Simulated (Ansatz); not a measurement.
A short convergence ladder for Fe2Si (I4/mmm, 3 atoms in the cell)

```yaml
crystal:
  lattice:
    - [-1.34344, 1.34344, 4.43921]
    - [1.34344, -1.34344, 4.43921]
    - [1.34344, 1.34344, -4.43921]
  atoms:
    - { symbol: Fe, position: [0.33963, 0.33963, 0.00000], spin: 4.0 }
    - { symbol: Fe, position: [0.66037, 0.66037, 0.00000], spin: 4.0 }
    - { symbol: Si, position: [0.00000, 0.00000, 0.00000] }
```
(The spins are starting values, not results.)

Base method: LDA (PW92), default PAW files made with PBE (plane waves; Ansatz, an electronic-structure program).

Base settings: basis.ecutwfc = 420 eV; kpoints.mp_grid.grid = 12 12 12; hamiltonian.xc = lda; hamiltonian.pseudopotentials = {kind: paw} (the program's default PAW files); magnetization.spin_polarized = true; scf.occupations.method = gaussian; scf.occupations.width = 0.1 eV.

**The force threshold of a relaxation**

On Fe2Si (I4mm, 3 atoms in the cell): one atom moved by 0.15 angstrom.

In this ladder: relax = atoms.

The mesh stays at the base's, so the ladder's end is converged at best in this setting alone.

Only quantities that move along the ladder and can be compared are tabulated.

| relax.f_tol | free energy less the last step's (meV/atom) | largest force left (eV/Å) | relaxation steps |
|---|---|---|---|
| 0.2 eV/Å | 0.45 | 0.1378 | 4 |
| 0.1 eV/Å | 0.00 | 0.0014 | 4 |
| 0.05 eV/Å | 0.00 | 0.0015 | 4 |
| 0.03 eV/Å | 0.00 | 0.0016 | 5 |
| 0.02 eV/Å | 0.00 | 0.0015 | 5 |
| 0.01 eV/Å | 0.00 | 0.0012 | 5 |
| 0.005 eV/Å | 0.00 | 0.0015 | 5 |
| 0.002 eV/Å | 0.00 | 0.0014 | 5 |
| 0.001 eV/Å | 0.00 | 0.0000 | 6 |

Coarsest relax.f_tol that holds the largest force left within 0.01 eV/Å of the last step, with all finer ones: 0.1 eV/Å; the step before is off by 0.14 eV/Å.

Coarsest relax.f_tol that holds the free energy within 0.05 meV/atom of the last step, with all finer ones: 0.1 eV/Å; the step before is off by 0.45 meV/atom.

On the base run: the starting cell comes from a database of computed structures (which also holds hypothetical and non-ambient phases and stackings), without a prior relaxation at this level. Its lattice was rescaled by up to half a per cent. The magnetic order is the one reached from the typed start; others were not searched systematically. In the base run, with a pressure of about -14 GPa the cell is away from its equilibrium volume at this level.

Keys are those of Ansatz 0.2.
